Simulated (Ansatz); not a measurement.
## What pressure 3 GPa does to PbS

Start from PbS in the rock salt structure (space group Fm-3m, No. 225; a = 6.0092 Å).

Now apply this change: a hydrostatic pressure of 3 GPa.

Calculations: plane-wave PAW DFT at the PBE level (Ansatz, a quantum-chemistry and plane-wave program, 420 eV), no spin-orbit coupling. Γ-centred 10×10×10 mesh, Fermi–Dirac width 0.05 eV.

The volume per atom decreases by 1.349 Å³ (27.12 Å³ → 25.78 Å³) and the density rises by 0.383 g/cm³ (7.32 g/cm³ → 7.71 g/cm³). The lattice parameter a shrinks by 0.101 Å, from 6.009 Å to 5.908 Å and the shortest interatomic distance falls by 0.051 Å to 2.954 Å. The enthalpy H = E + PV relative to the base's energy is +0.49 eV/atom and the band gap drops by 0.18 eV (0.49 eV → 0.31 eV). The gap character is still direct at L and the mean gap deformation potential ΔEg/Δln V amounts to +3.6 eV. The electron mass changes from 0.16 mₑ (at L) to 0.10 mₑ along k, 0.16 mₑ across (at L) and the valley order (the lowest conduction-band minima on the path, energy above the VBM, named in the base's zone) becomes L along ⟨111⟩ 0.31 eV; a point along ⟨110⟩, about 0.7 Å⁻¹ from Γ 1.23 eV (base: L along ⟨111⟩ 0.49 eV; a point along ⟨110⟩, about 0.6 Å⁻¹ from Γ 1.36 eV).

Final structure:

```
CELL_PARAMETERS angstrom
      0.00000     2.95393     2.95393
      2.95393     0.00000     2.95393
      2.95393     2.95393     0.00000
ATOMIC_POSITIONS crystal
  Pb 0.00000 0.00000 0.00000
  S  0.50000 0.50000 0.50000
```

Spin-orbit coupling, missing from the scalar runs, can matter with Pb. Load acts through the strain it causes; cell and atoms are relaxed under it. Effective masses come from finite differences of ±0.01 Å⁻¹. Along k means along the line from Γ to the band edge. No phonon test of stability was made. The base started in P3_121 and relaxed to Fm-3m at this level.
